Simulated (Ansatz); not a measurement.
Some atoms of an NVE trajectory of composition AgSn23, cell Ag2Sn46, held well above this temperature first, at a temperature that wasn't checked against the liquidus, so perhaps supercooled [in the run: it was liquid; mean temperature 523 K (target 530 K); density 6.42 g/cm³]; time step 3.0 fs, velocity Verlet. Method: PBE (plane waves, PAW; Ansatz, an electronic-structure program). On the run's last frame a denser k-mesh moved the forces by 0.106 eV/Å rms, the static pressure by 0.06 GPa and the free energy by 31 meV/atom, which is about how far such values are converged.

```
atom  mass (u)                 x y z (Å)                       v (Å/fs)                 F (eV/Å)
----  --------  ------------------------  -----------------------------  -----------------------
Sn2    118.710   5.21134 1.40844 9.32516  -0.003278 -0.000633 -0.000533     0.0671 0.3169 0.1981
Sn8    118.710   7.36106 6.23634 5.45961    0.001429 0.002072 -0.001241   0.0570 -0.3896 -0.0785
Sn13   118.710   9.79334 8.20764 8.96615    0.003303 0.000070 -0.001195     0.9188 0.0550 0.2970
Sn18   118.710   0.27466 5.26698 3.99167    0.002804 0.000407 -0.004317   -0.1537 -0.7455 0.4158
Sn24   118.710   1.02948 6.19874 7.35599   -0.000174 0.001788 -0.001268    -0.0516 0.4583 0.4397
Sn28   118.710   4.80760 8.50822 2.07393   0.001968 -0.000071 -0.000322     0.0425 0.5500 0.0991
Sn33   118.710  7.37338 10.35456 8.99357   -0.002176 0.002529 -0.000752   -0.5069 -0.2344 0.3398
Sn43   118.710  2.04583 11.99860 8.66001   0.002390 -0.003871 -0.001973  -0.2485 -0.0657 -0.2167
```

Give their positions one step later.

x' = x + vΔt + FΔt²/(2m), with 1 eV/(Å·u) = 0.0096485 Å/fs².
```
atom              x' y' z' (Å)
----  ------------------------
Sn2    5.20153 1.40666 9.32364
Sn8    7.36537 6.24242 5.45586
Sn13   9.80358 8.20787 8.96268
Sn18   0.28302 5.26793 3.97887
Sn24   1.02894 6.20427 7.35235
Sn28   4.81352 8.50821 2.07300
Sn33  7.36666 10.36206 8.99144
Sn43  2.05291 11.98697 8.65401
```
